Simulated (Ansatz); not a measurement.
## Li under a change: Li → H

Base system: Li in the bcc (W type) structure (space group Im-3m, No. 229; a = 3.476 Å).

Modification: H takes the place of Li on all its sites, then cell and atoms are relaxed.

Level of theory: Ansatz (a quantum-chemistry and plane-wave program) r2SCAN, no spin-orbit coupling, earlier PAW set. Γ-centred 36×36×36 mesh, Fermi–Dirac width 0.05 eV, for the changed cell.

```tsv
quantity	base	changed	shift
volume per atom	21.00 Å³	2.93 Å³	-18.079 Å³
density	0.55 g/cm³	0.57 g/cm³	+0.02 g/cm³
lattice parameter a	3.476 Å	1.802 Å	-1.674 Å
space group	Im-3m (No. 229)	Im-3m (No. 229)	–
shortest interatomic distance	3.011 Å	1.561 Å	-1.450 Å
band gap	zero	zero	–
```

Cost of the whole job for the changed cell (relaxation, final SCF and bands): roughly 30 core-seconds.

Stability against distortions was not tested.
